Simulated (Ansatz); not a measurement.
GaP (F-43m) under hydrostatic pressure (compression positive): hole conductivity mass by PBE with spin-orbit coupling, rigid bands (plane waves, PAW; Ansatz, a first-principles code). The unloaded cell, whose axes the loads refer to:

```
CELL_PARAMETERS angstrom
      0.00000     2.71923     2.71923
      2.71923     0.00000     2.71923
      2.71923     2.71923     0.00000
ATOMIC_POSITIONS crystal
  Ga 0.00000 0.00000 0.00000
  P  0.25000 0.25000 0.25000
```

```json
[
 {"hydrostatic pressure (compression positive) (GPa)": "-4.2", "volume per atom (Å³)": "21.27", "hole conductivity mass (mₑ)": "0.517"},
 {"hydrostatic pressure (compression positive) (GPa)": "-2.8", "volume per atom (Å³)": "20.84", "hole conductivity mass (mₑ)": "0.507"},
 {"hydrostatic pressure (compression positive) (GPa)": "-1.4", "volume per atom (Å³)": "20.45", "hole conductivity mass (mₑ)": "?"},
 {"hydrostatic pressure (compression positive) (GPa)": "0", "volume per atom (Å³)": "20.11", "hole conductivity mass (mₑ)": "0.490"},
 {"hydrostatic pressure (compression positive) (GPa)": "1.4", "volume per atom (Å³)": "19.79", "hole conductivity mass (mₑ)": "0.482"},
 {"hydrostatic pressure (compression positive) (GPa)": "2.8", "volume per atom (Å³)": "19.50", "hole conductivity mass (mₑ)": "0.475"},
 {"hydrostatic pressure (compression positive) (GPa)": "5.6", "volume per atom (Å³)": "18.98", "hole conductivity mass (mₑ)": "0.463"},
 {"hydrostatic pressure (compression positive) (GPa)": "8.4", "volume per atom (Å³)": "18.52", "hole conductivity mass (mₑ)": "0.452"}
]
```

**Question.** Fit a straight line to ln(hole conductivity mass) against the load over the rows given, and predict the row at -1.4 GPa.

**Answer.** The means are x̄ = 1.600 GPa and ȳ = -0.7272; Σ(x − x̄)(y − ȳ) = -1.271 and Σ(x − x̄)² = 119.3, so the slope is -1.07 % per GPa, and the rows given lie within 0.57 % of the line. At -1.4 GPa the line gives 0.499 mₑ; the calculation gives 0.497 mₑ, 0.39 % from it.

Masses are for dilute carriers at 300 K, harmonic means over directions unless an axis is named. Stresses and pressures are the targets of the relaxation. The structure type is held at every load. Geometry: cell and atoms relaxed with PBEsol.
